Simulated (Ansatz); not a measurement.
**A constructed model of the (000-1) surface of wurtzite GaN (in the relaxation 2 N–O bonds formed), N-terminated, 2x2 O adatom at T4 (bottom of the slab: 3 H on 4 bottom sites)**

These are r2SCAN, at the PBE geometry and the start's symmetry (plane waves to 500 eV, PAW; Ansatz, an electronic-structure program) values and carry that method's errors.

Model: 44-atom slab, 14.1 Å thick at the start with caps and adatoms, 4x4x1 mesh, Fermi-Dirac 0.025 eV, dipole correction, single point; on the structure that PBE left under its start's symmetry; spin-polarised, ending with about 1.0 μB a cell; orders that need a larger cell were not tried, no spin-orbit, no U. The program's check for a lower electronic state was not made. In PBE it lies 0.43 eV a 1x1 cell over the lowest computed structure of the same composition (2x2 O adatom at H3).

```yaml
gap_of_the_slab_on_its_k_mesh: 0.43 eV
highest_filled_level_below_the_top_vacuum_level: 6.52 eV
magnetic_moment_of_the_cell: 1.00 μB
cost: around 12 core-minutes (rough)
```
